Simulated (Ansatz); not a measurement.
Structure of amorphous Ba12Ti12O36 (periodic cell):

```
CELL_PARAMETERS angstrom
      9.99126     0.00000     0.00000
      0.00000     9.99126     0.00000
      0.00000     0.00000     9.99126
ATOMIC_POSITIONS crystal
  Ba 0.04159 0.67687 0.97490
  Ba 0.77657 0.97448 0.77457
  Ba 0.28839 0.34025 0.21542
  Ba 0.44099 0.91444 0.24258
  Ba 0.78222 0.40985 0.76561
  Ba 0.25005 0.45496 0.65877
  Ba 0.72363 0.22220 0.10820
  Ba 0.77373 0.74450 0.43284
  Ba 0.47653 0.70297 0.93743
  Ba 0.55951 0.46337 0.44616
  Ba 0.03223 0.95426 0.28622
  Ba 0.13323 0.07360 0.86521
  Ti 0.49253 0.19981 0.66386
  Ti 0.15629 0.63402 0.33747
  Ti 0.25843 0.13909 0.48909
  Ti 0.46897 0.35526 0.91196
  Ti 0.74477 0.58766 0.09642
  Ti 0.11125 0.77448 0.64524
  Ti 0.89821 0.40779 0.36339
  Ti 0.68902 0.07226 0.42265
  Ti 0.47018 0.85226 0.62167
  Ti 0.47143 0.06273 0.93572
  Ti 0.97438 0.15035 0.55171
  Ti 0.76814 0.87270 0.09679
  O  0.59604 0.68621 0.17913
  O  0.58985 0.17314 0.31408
  O  0.58416 0.92381 0.47250
  O  0.85886 0.00021 0.51774
  O  0.88643 0.22234 0.37706
  O  0.93783 0.19389 0.72219
  O  0.30739 0.55405 0.39213
  O  0.65580 0.18120 0.57974
  O  0.06143 0.74531 0.45779
  O  0.25297 0.10070 0.31182
  O  0.75952 0.45326 0.25181
  O  0.03077 0.86836 0.77708
  O  0.38802 0.28300 0.51619
  O  0.60816 0.97457 0.03807
  O  0.19337 0.74480 0.20184
  O  0.45436 0.22124 0.05290
  O  0.38867 0.04214 0.58290
  O  0.90301 0.97670 0.03275
  O  0.33266 0.96200 0.99345
  O  0.56443 0.69762 0.60746
  O  0.51976 0.92044 0.78224
  O  0.83355 0.48149 0.51178
  O  0.60225 0.46211 0.98580
  O  0.87114 0.49132 0.99695
  O  0.05521 0.48316 0.28515
  O  0.11958 0.27423 0.51132
  O  0.06781 0.61606 0.71402
  O  0.61228 0.18475 0.84275
  O  0.11739 0.02565 0.55588
  O  0.36058 0.18381 0.81020
  O  0.32189 0.45747 0.93953
  O  0.73976 0.73771 0.95699
  O  0.86697 0.72080 0.17847
  O  0.75749 0.95910 0.26800
  O  0.50681 0.39144 0.72085
  O  0.29662 0.77583 0.65680
```

Methods: PBE, scalar-relativistic without spin-orbit coupling (Ansatz, a quantum-chemistry and plane-wave program); r2SCAN, scalar-relativistic without spin-orbit coupling (Ansatz); HSE06, scalar-relativistic without spin-orbit coupling (Ansatz). Neutral PBE cell, which sets geometry, pressure and energy: sampling: a 2×2×2 Γ-centred mesh; Fermi-Dirac width 0.02 eV; no spin polarisation. Exact exchange is cut at the faces of this 10 Å cell, which leaves hybrid gaps a finite-size error.

It comes from a melt-quench run on a machine-learned potential (CHGNet), relaxed afterwards by DFT. O atoms were pushed apart under 1.9 Å during the dynamics, to hinder bonds among them. The hot cell started wider than the set density and was brought back towards it in steps. It is the lowest in DFT energy of 2 quenches. It is a model cell: composition and starting density were chosen by hand, and all elements were melted together. No dispersion term was used. Its density started from a set value of 4.93 and ended at 4.66 g/cm³. Cooling (nominally 280 K/ps over its main leg) ran many orders faster than in experiment, which tends to leave more defects and strain. One small periodic cell is one sample of the glass; other quenches scatter about these values. The volume was free in the relaxation, at fixed shape.

Q: Give the pressure and the spacing of the highest filled and lowest empty levels.

A: 
| Property | Value |
|---|---|
| Pressure on a 2×2×2 Γ-centred mesh | 0.5 kbar |
| Largest force and stress component on that mesh (the relaxation ran on the zone centre alone) | 0.05 eV/Å and 1.5 GPa |
| Level gap on a 2×2×2 Γ-centred mesh (PBE) | 2.90 eV |
| Level gap at the zone centre (PBE) | 2.92 eV |
| Level gap at the zone centre (r2SCAN) | 3.26 eV |
| Level gap at the zone centre (HSE06) | 4.42 eV |
| Distance between the nearest levels spread over more than a fifth of the atoms or a third of the atoms of their main element (six at least) (PBE, zone centre) | 3.01 eV |

Q: At PBE and the zone centre, how localised are the states just below and above the Fermi level (participation number: the atoms over which a state spreads)?

A: The highest filled state is spread over 3.7 atoms' worth, largest on O25, with weights by element (charge in smoothed Voronoi cells) O 0.94, Ti 0.03, Ba 0.03. The lowest empty state is spread over 9.2 atoms' worth, largest on Ti13, with weights by element (charge in smoothed Voronoi cells) Ti 0.75, O 0.23, Ba 0.02.

At PBE the levels at the filled edge of the gap are localised (band-tail or defect states).

Neighbours within Ba-Ba 4.73 Å, Ba-Ti 3.93 Å, Ba-O 3.72 Å, Ti-Ti 3.12 Å, Ti-O 2.42 Å, O-O 1.58 Å count as bonded. Two cations that share two anions don't count as bonded, nor two that share one unless they lie closer than Ba-Ba 4.60 Å, Ba-Ti 3.82 Å, Ti-Ti 3.04 Å.
